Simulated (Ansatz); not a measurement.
## A computed series for hypothetical fluorite ZrSe2: alloy series

Start from ZrSe₂ in the fluorite structure (space group Fm-3m, No. 225; a hypothetical phase, not in the database extracts checked).

```
ZrSe2
1.0
    0.00000     3.25382     3.25382
    3.25382     0.00000     3.25382
    3.25382     3.25382     0.00000
Zr Se
1 2
Direct
  0.00000   0.00000   0.00000
  0.25000   0.25000   0.25000
  0.75000   0.75000   0.75000
```

The other end (x = 1) is ZrPb$_{2}$ (space group Fm-3m, No. 225; a hypothetical phase, not in the database extracts checked): 29.25 Å³/atom, gap zero; this end may not be an ambient phase.

Pb replaces a fraction x of Se; each row is one arrangement (x, atoms in the cell, starting space group or random), fully relaxed.

Calculations: Ansatz (an electronic-structure program), PBEsol, PAW, cutoff 420 eV, no spin-orbit coupling, earlier PAW set.

Notes on the quantities. mixing energy: to 0.01 eV only: unlike meshes or grids; against an end that may be hypothetical.

| change | mixing energy | volume per atom |
|---|---|---|
| base | – | 22.97 Å³ |
| x(Pb) = 0.25, 6 atoms, R3m | -0.03 eV/atom | 23.88 Å³ |
| x(Pb) = 0.25, 6 atoms, P-4m2 | +0.04 eV/atom | 24.51 Å³ |
| x(Pb) = 0.5, 6 atoms, P4/nmm | -0.14 eV/atom | 26.22 Å³ |
| x(Pb) = 0.75, 6 atoms, R3m | -0.11 eV/atom | 26.74 Å³ |

These are small ordered cells, not random alloys; other orderings at the same x differ. Spin-orbit coupling, missing from the scalar runs, can matter with Pb. Stability against distortions was not tested. All final runs are without spin polarisation. ZrPb2, Zr2PbSe3, ZrPbSe and Zr2Pb3Se have a high density of states at the Fermi level and may be magnetic at this level. A zero or small gap of Zr2Pb3Se can be the functional's error rather than a property of the material.
